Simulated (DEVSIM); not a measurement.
System: In0.53Ga0.47As p-i-n diode, at 400 K.

```
layer (left to right)        material  thickness (μm)  Nd (cm⁻³)  Na (cm⁻³)   τn (s)   τp (s)
---------------------  --------------  --------------  ---------  ---------  -------  -------
1                      In0.53Ga0.47As           0.440          -     3.8e17  9.4e-10  9.4e-10
2                      In0.53Ga0.47As            1.60     9.8e12          -  9.4e-10  9.4e-10
3                      In0.53Ga0.47As            1.20     1.1e17          -  9.4e-10  9.4e-10
```

Left contact: ohmic. Right contact: ohmic. Voltage is applied to the left contact. Recombination: SRH at mid-gap. Mobility is constant in doping. Where it depends on doping, it is μmin + (μ − μmin)/(1 + (N/Nref)^α).

This is a model device: material constants are rounded textbook-type values typed into the input, and sizes, dopings and lifetimes were drawn at random. Values at 300 K; Nc and Nv go as T^1.5, mobilities as T to minus their exponent, the gap by Varshni's rule with the affinity fixed. The table also holds parameters that only a changed run uses.

| parameter | In0.53Ga0.47As |
|---|---|
| gap (eV) | 0.74 |
| affinity (eV) | 4.51 |
| permittivity | 13.9 |
| Nc (cm⁻³) | 2.1e17 |
| Nv (cm⁻³) | 7.7e18 |
| μn (cm²/Vs) | 12000 |
| μp (cm²/Vs) | 300 |
| μn,min | 300 |
| μp,min | 10 |
| Nref,n | 1.3e17 |
| Nref,p | 4.9e17 |
| αn | 0.48 |
| αp | 0.4 |
| T exponent of μn | 1.6 |
| T exponent of μp | 1.6 |
| Cn (cm⁶/s) | 5e-29 |
| Cp (cm⁶/s) | 5e-29 |
| Varshni α (eV/K) | 0.00035 |
| Varshni β (K) | 190 |

Model (solved in DEVSIM): 1D drift-diffusion, Boltzmann statistics, complete ionisation; no tunnelling, impact ionisation, image-force lowering or self-heating.

Base results: dark forward voltage at 100 A/cm² (V) 0.294.

Problem. What follows from this one change: thickness of layer 2 1.6 → 4.8 μm?

Solution. dark forward voltage at 100 A/cm² 0.294 → 0.315 V.

Problem. What follows from this one change: doping-dependent mobility in place of the constant one?

Solution. dark forward voltage at 100 A/cm² 0.294 → 0.313 V.
